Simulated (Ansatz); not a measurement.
Consider the following.

```
CELL_PARAMETERS angstrom
      2.96561     0.00000     0.00000
     -1.48280     2.56829     0.00000
      1.48280     0.85610     2.42141
ATOMIC_POSITIONS crystal
  Mg 0.00000 0.00000 0.00000
  O  0.00000 0.50000 0.50000
```

Space group of this cell: Fm-3m, rock salt. The cell is taken as given; by r2SCAN its mean pressure is 1.3 GPa.

Calculation: r2SCAN (plane waves, PAW; Ansatz, a first-principles code).

The current runs along the normal of the first two printed vectors; no spin-orbit coupling. Scaled by the factor s: the length along the current (ions clamped). Meshes 14×14×14 and 12×12 across the current in all rows.

```
s     mean pressure (GPa)  band gap (eV)
----  -------------------  -------------
0.97                  6.8              ?
1.00                  1.3           5.76
1.03                 -3.5           5.37
```

**Question.** Take the slope of the band gap against ln s from the two given rows, extrapolate to s = 0.97, and say what the run there gives.

**Answer.** Slope = (5.37 − 5.76) / ln 1.03 = -13.2 eV. The line gives 5.76 + (-13.2) × ln 0.97 = 6.16 eV. The run gives 5.91 eV, 0.25 eV under the line, 63 % of the predicted step.
